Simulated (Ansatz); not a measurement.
**A computed series for BaTiO3: response to strain**

Consider BaTiO3 in the cubic perovskite structure (space group Pm-3m, No. 221; a = 3.994 Å). Axes: x, y, z lie along the cube axes.

Strains are applied to the cell and any free atomic positions relax; under biaxial strain the out-of-plane vector relaxes too.

All numbers come from Kohn–Sham DFT with the r2SCAN functional, run in Ansatz (an electronic-structure program) with PAW and 500 eV plane waves, no spin-orbit coupling.

Notes on the quantities. energy relative to the base: free energy F.

```tsv
change	band gap	gap character	energy relative to the base	volume per atom
base	2.17 eV	indirect, R → Γ	0 meV/atom	12.74 Å³
biaxial strain +2.83 %, plane normal [110], relaxed out of plane	1.93 eV	indirect, T → Γ	+23 meV/atom	13.27 Å³
isotropic strain −3.00 %	2.39 eV	direct at Γ	+65 meV/atom	11.63 Å³
isotropic strain −2.92 %	2.39 eV	direct at Γ	___	11.66 Å³
isotropic strain −0.60 %	2.22 eV	indirect, R → Γ	+2.4 meV/atom	12.51 Å³
uniaxial strain ε_xx = +4.16 %	1.99 eV	indirect, A → Γ	+19 meV/atom	13.27 Å³
uniaxial strain ε_yy = +1.08 %	2.12 eV	indirect, A → Γ	+1.4 meV/atom	12.88 Å³
uniaxial strain ε_zz = +0.96 %	2.13 eV	indirect, A → Γ	+1.1 meV/atom	12.87 Å³
```

**Question.** Fill in the withheld entries from the trend.

**Answer.** 
- isotropic strain −2.92 %, energy relative to the base: +61 meV/atom

Whether these cells are dynamically stable was not tested. The final runs are not spin-polarised. Many cubic perovskites are stable only at high temperature; tilts and polar distortions were not tested. This is not the structure that BaTiO3 has at room temperature and ambient pressure. k-point labels follow each cell's own Brillouin zone.
